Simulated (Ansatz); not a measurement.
Base system: Fe in the bcc (W type) structure (space group Im-3m, No. 229; a = 2.8646 Å; ferromagnetic).

All numbers come from Kohn–Sham DFT with the r2SCAN functional, run in Ansatz (an electronic-structure program) with PAW and 500 eV plane waves, no spin-orbit coupling.

Base values:

```
Item                    Value
-------------------  --------
Lattice parameter a  286.5 pm
```

Modification: full substitution Fe → Al; the structure is relaxed again.

Tabulated Pauling electronegativity and covalent radius: Fe 1.83, 1.32 Å; Al 1.61, 1.21 Å.

Question: What happens to the lattice parameter a?

Answer: The lattice parameter a grows by 32.4 pm to 318.9 pm.

The magnetic state is the one reached from the starting moments; the real material's order can differ, and small cells can't hold many antiferromagnetic ones. Whether these cells are dynamically stable was not tested. For Al in this form, whether it has been made was not checked. This is not the structure that Al has at room temperature and ambient pressure.
